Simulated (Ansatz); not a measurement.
The parent structure is WS$_{2}$ in the 2H-MoS2 type structure (space group P6_3/mmc, No. 194; a = 3.154 Å, c = 12.137 Å; layered, stacked along the Cartesian z axis). Axes: x lies along a and z along c of the hexagonal cell.

Computed with PBE-D3(BJ) (Ansatz, a program for electronic structure), without spin-orbit coupling.

Before the change:

| Item | Result |
|---|---|
| Smallest direct gap | 1.83 eV |

Now apply this change: biaxial strain −2.80 %, plane normal [001], relaxed out of plane (Cartesian); in-plane vectors clamped, the third vector and the atoms free.

### Question
Predict the new smallest direct gap and in-plane stress.

### Answer
The smallest direct gap increases by 0.37 eV (1.83 eV → 2.20 eV); the mean in-plane stress (compression positive) is +9.4 GPa.

With W present, leaving out spin-orbit coupling can change the band edges. Stability against distortions was not tested.
